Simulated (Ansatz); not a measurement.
The reference is HgSe in the zinc blende structure (space group F-43m, No. 216).

```xyz
2
Lattice="0.0000 3.0664 3.0664 3.0664 0.0000 3.0664 3.0664 3.0664 0.0000" Properties=species:S:1:pos:R:3 pbc="T T T"
Hg     0.0000     0.0000     0.0000
Se     1.5332     1.5332     1.5332
```

All numbers come from PBEsol (Ansatz, an electronic-structure program, PAW, no SOC).

```tsv
level	lattice parameter a
PBEsol	6.133 Å
```

Measured: lattice parameter a 6.085 Å (room temperature; as listed in Cardona et al., arXiv (2009)).

Computed minus measured — lattice parameter a: PBEsol +0.8 %. Measured values not marked as corrected hold thermal and zero-point effects that the static-lattice runs lack.

No phonon test of stability was made. All final runs are without spin polarisation.
